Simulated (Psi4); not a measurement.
Psi4 1.11, PBE/def2-svp: Ge(H)(Et)(OH)2 (C[CH2][GeH]([OH])[OH]), 13 atoms. The geometry is a generated start, not checked to be a minimum at this level.

```json
{
 "task": "energy",
 "method": "pbe",
 "basis": "def2-svp",
 "memory": "3 GB",
 "maxiter": "100",
 "keys_of_the_molecule_block": "symmetry c1",
 "scf_type": "df (default)",
 "e_convergence": "1e-06 (default)",
 "d_convergence": "1e-06 (default)",
 "dft_radial_points": "75 (default)",
 "dft_spherical_points": "302 (default)",
 "basis_functions": "128",
 "grid_points": "278743"
}
```

```xyz
13

Ge     1.0105     0.0726     0.4241
O      1.0473     1.5980    -0.4503
O      2.3037    -0.9416    -0.2042
C     -0.6932    -0.8344    -0.0172
C     -1.9123     0.0895    -0.1334
H      1.3366     0.3805     1.8838
H      1.8151     2.1586    -0.3696
H      3.1373    -0.5300    -0.4191
H     -0.5153    -1.3617    -0.9534
H     -0.8648    -1.6038     0.7376
H     -2.6926    -0.2068     0.5630
H     -2.3233     0.0564    -1.1381
H     -1.6490     1.1228     0.0768
```

With the defaults (diis = true, scf_initial_accelerator = adiis, damping_percentage = 0, diis_start = 1, guess = auto, which took SAD, diis_max_vecs = 10, soscf = false, soscf_start_convergence = 0.01) it converges in 11 SCF iterations. One run each on 2 threads, with these changes:
- diis_start = 4
- soscf = true, soscf_start_convergence = 0.1
- diis = false, scf_initial_accelerator = none, damping_percentage = 60
- guess = modhuckel
- diis_max_vecs = 3
- soscf = true
- diis_max_vecs = 6
- guess = sap
- scf_initial_accelerator = ediis

Question: Which runs fail or end elsewhere than the default run?

Answer: No convergence: diis = false, scf_initial_accelerator = none, damping_percentage = 60 (the run ends without SCF convergence in 100 iterations). The rest reach the solution of the defaults.

```csv
setting,SCF iterations,JK calls,end
"soscf = true, soscf_start_convergence = 0.1",6,22,same solution
soscf = true,7,23,same solution
guess = modhuckel,10,34,same solution
the defaults,11,12,same solution
scf_initial_accelerator = ediis,11,12,same solution
guess = sap,11,11,same solution
diis_max_vecs = 6,11,12,same solution
diis_start = 4,19,20,same solution
diis_max_vecs = 3,22,23,same solution
"diis = false, scf_initial_accelerator = none, damping_percentage = 60",100,101,no convergence
```

An SOSCF iteration holds several JK calls; a Hückel guess adds calls on atoms. 1 further run of the study ended by our limits or in an error and is left out.
